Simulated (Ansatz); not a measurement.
The starting structures come from a database of crystals and need not be the phases stable at ambient conditions.

Inside the gap of an insulator the Bloch states are evanescent, with a wavenumber k + iκ along the transport direction.

Data:

```xyz
20
Lattice="3.8402 0.0000 0.0000 0.0000 8.5868 0.0000 0.0000 0.0000 13.9965" Properties=species:S:1:pos:R:3 pbc="T T T"
Sr     2.8802     0.5695     2.5101
Sr     0.9600     8.0173    11.4863
Sr     0.9600     3.7239     9.5084
Sr     2.8802     4.8629     4.4881
Zr     0.9600     5.7729     0.7985
Zr     2.8802     2.8139    13.1980
Zr     2.8802     7.1073     7.7967
Zr     0.9600     1.4795     6.1997
S      0.9600     5.6986     6.8062
S      2.8802     2.8882     7.1903
S      2.8802     7.1816    13.8044
S      0.9600     1.4052     0.1920
S      2.8802     1.7745    10.9770
S      0.9600     6.8124     3.0195
S      0.9600     2.5189     3.9788
S      2.8802     6.0679    10.0177
S      2.8802     4.1625     1.4810
S      0.9600     4.4244    12.5155
S      0.9600     0.1309     8.4792
S      2.8802     8.4559     5.5173
```

Space group of this cell: Pnma. The cell is taken as given; by PBEsol its mean pressure is -2.7 GPa.

Transport runs along the normal of the first two printed cell vectors.

The gap is the functional's own. No spin-orbit coupling. Mid-gap values are interpolated on the energy grid.

Q: Compute, with PBEsol (Ansatz, a program for electronic structure), the band gap and the smallest decay constant κ at mid-gap.

A: Gap 0.50 eV on a 8×4×4 mesh; κ = 0.210 1/Å, at the zone centre.
